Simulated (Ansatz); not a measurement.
For BP (model structure, started from the WC type, P-6m2, No. 187, 2 atoms in the cell), PBEsol (Ansatz, a first-principles code, PAW) gives:

| Item | Result |
|---|---|
| lattice constant a | 2.978 Å |
| c axis length | 2.651 Å |
| bulk modulus B0 | 158 GPa |
| cohesive energy | 4.51 eV/atom |

Question: What does r²SCAN (plane waves, PAW; Ansatz) give for the same quantities?

Answer: 
- lattice constant a: 3.024 Å (grows by 1.5 %)
- lattice parameter c: 2.626 Å (drops by 0.9 %)
- bulk modulus: 146 GPa (drops by 7.6 %)
- cohesive energy: 3.81 eV/atom (shrinks by 0.70 eV/atom)

Changes are worked out from the printed values.

Unless a cell is named, each level is at its own relaxed cell (PBEsol 10.18, r²SCAN 10.39 Å³/atom).

Caveats: the bulk modulus is −V dP/dV from two relaxed cells at ±2 % in volume (PBEsol, r²SCAN). Ansatz's density-functional and Hartree–Fock values are scalar-relativistic unless marked +SOC, with PAW data made under PBE.

A model structure was made by putting elements into a prototype or built by hand; it is no filed structure, need not be a known phase, and can be a saddle point held by its symmetry.
